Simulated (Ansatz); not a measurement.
Partial pair distribution functions of a relaxed model of amorphous Nb16O42Ti, broadened by 0.06 Å; density 4.22 g/cm³. All values below come from PBE, scalar-relativistic without spin-orbit coupling (plane waves to 420 eV, PAW; Ansatz, a first-principles code).

A CHGNet melt-quench gave the starting glass, which DFT then relaxed. O atoms were pushed apart under 1.9 Å during the dynamics, to hinder bonds among them. The hot cell started wider than the set density and was brought back towards it in steps. It is the lowest in DFT energy of 2 quenches. It is a model cell: composition and starting density were chosen by hand, and all elements were melted together. No dispersion term was used. Its density started from a set value of 4.26 and ended at 4.22 g/cm³. The simulated quench (nominally 210 K/ps over its main leg) is rapid and tends to freeze in more defects than a deposited or slowly cooled glass has. Values belong to this one cell and scatter from quench to quench. The volume was free in the relaxation, at fixed shape. Stress components on the final sampling reach 1.5 GPa. On a 2×2×2 Γ-centred mesh force components of up to 0.14 eV/Å stay, since the relaxation ran on the zone centre alone.

```json
[
 {"r (Å)": "1.55", "g Nb-O": "0.00", "g O-Ti": "0.00", "g Nb-Nb": "0.00", "g O-O": "0.00"},
 {"r (Å)": "1.65", "g Nb-O": "0.12", "g O-Ti": "0.24", "g Nb-Nb": "0.00", "g O-O": "0.00"},
 {"r (Å)": "1.75", "g Nb-O": "1.97", "g O-Ti": "3.56", "g Nb-Nb": "0.00", "g O-O": "0.00"},
 {"r (Å)": "1.85", "g Nb-O": "6.15", "g O-Ti": "6.62", "g Nb-Nb": "0.00", "g O-O": "0.00"},
 {"r (Å)": "1.95", "g Nb-O": "6.61", "g O-Ti": "8.69", "g Nb-Nb": "0.00", "g O-O": "0.00"},
 {"r (Å)": "2.05", "g Nb-O": "4.14", "g O-Ti": "3.45", "g Nb-Nb": "0.00", "g O-O": "0.00"},
 {"r (Å)": "2.15", "g Nb-O": "2.17", "g O-Ti": "0.11", "g Nb-Nb": "0.00", "g O-O": "0.00"},
 {"r (Å)": "2.25", "g Nb-O": "1.07", "g O-Ti": "0.00", "g Nb-Nb": "0.00", "g O-O": "0.01"},
 {"r (Å)": "2.35", "g Nb-O": "0.70", "g O-Ti": "0.00", "g Nb-Nb": "0.00", "g O-O": "0.17"},
 {"r (Å)": "2.45", "g Nb-O": "0.46", "g O-Ti": "0.00", "g Nb-Nb": "0.00", "g O-O": "0.77"},
 {"r (Å)": "2.55", "g Nb-O": "0.08", "g O-Ti": "0.00", "g Nb-Nb": "0.00", "g O-O": "1.60"},
 {"r (Å)": "2.65", "g Nb-O": "0.00", "g O-Ti": "0.00", "g Nb-Nb": "0.00", "g O-O": "2.41"},
 {"r (Å)": "2.75", "g Nb-O": "0.00", "g O-Ti": "0.00", "g Nb-Nb": "0.00", "g O-O": "3.03"},
 {"r (Å)": "2.85", "g Nb-O": "0.00", "g O-Ti": "0.00", "g Nb-Nb": "0.00", "g O-O": "2.66"},
 {"r (Å)": "2.95", "g Nb-O": "0.00", "g O-Ti": "0.00", "g Nb-Nb": "0.01", "g O-O": "2.33"},
 {"r (Å)": "3.05", "g Nb-O": "0.00", "g O-Ti": "0.00", "g Nb-Nb": "0.25", "g O-O": "1.48"},
 {"r (Å)": "3.15", "g Nb-O": "0.07", "g O-Ti": "0.00", "g Nb-Nb": "1.25", "g O-O": "1.03"},
 {"r (Å)": "3.25", "g Nb-O": "0.19", "g O-Ti": "0.00", "g Nb-Nb": "1.68", "g O-O": "0.84"},
 {"r (Å)": "3.35", "g Nb-O": "0.30", "g O-Ti": "0.00", "g Nb-Nb": "1.01", "g O-O": "0.60"},
 {"r (Å)": "3.45", "g Nb-O": "0.74", "g O-Ti": "0.36", "g Nb-Nb": "0.75", "g O-O": "0.53"},
 {"r (Å)": "3.55", "g Nb-O": "0.93", "g O-Ti": "2.04", "g Nb-Nb": "2.27", "g O-O": "0.81"},
 {"r (Å)": "3.65", "g Nb-O": "1.17", "g O-Ti": "1.41", "g Nb-Nb": "4.04", "g O-O": "0.86"},
 {"r (Å)": "3.75", "g Nb-O": "1.09", "g O-Ti": "1.33", "g Nb-Nb": "2.42", "g O-O": "0.84"},
 {"r (Å)": "3.85", "g Nb-O": "1.35", "g O-Ti": "0.94", "g Nb-Nb": "2.18", "g O-O": "0.87"},
 {"r (Å)": "3.95", "g Nb-O": "1.13", "g O-Ti": "0.05", "g Nb-Nb": "1.31", "g O-O": "0.82"},
 {"r (Å)": "4.05", "g Nb-O": "0.80", "g O-Ti": "0.03", "g Nb-Nb": "1.03", "g O-O": "0.74"},
 {"r (Å)": "4.15", "g Nb-O": "1.20", "g O-Ti": "0.68", "g Nb-Nb": "0.89", "g O-O": "0.85"},
 {"r (Å)": "4.25", "g Nb-O": "1.43", "g O-Ti": "1.98", "g Nb-Nb": "0.38", "g O-O": "0.88"},
 {"r (Å)": "4.35", "g Nb-O": "1.42", "g O-Ti": "2.67", "g Nb-Nb": "0.57", "g O-O": "0.82"},
 {"r (Å)": "4.45", "g Nb-O": "1.39", "g O-Ti": "2.45", "g Nb-Nb": "0.62", "g O-O": "0.54"},
 {"r (Å)": "4.55", "g Nb-O": "1.44", "g O-Ti": "0.90", "g Nb-Nb": "0.18", "g O-O": "0.50"},
 {"r (Å)": "4.65", "g Nb-O": "1.57", "g O-Ti": "1.80", "g Nb-Nb": "0.67", "g O-O": "0.75"},
 {"r (Å)": "4.75", "g Nb-O": "1.47", "g O-Ti": "2.68", "g Nb-Nb": "0.66", "g O-O": "0.85"}
]
```

Within 2.60 Å each Nb has 5.62 O neighbours on average.
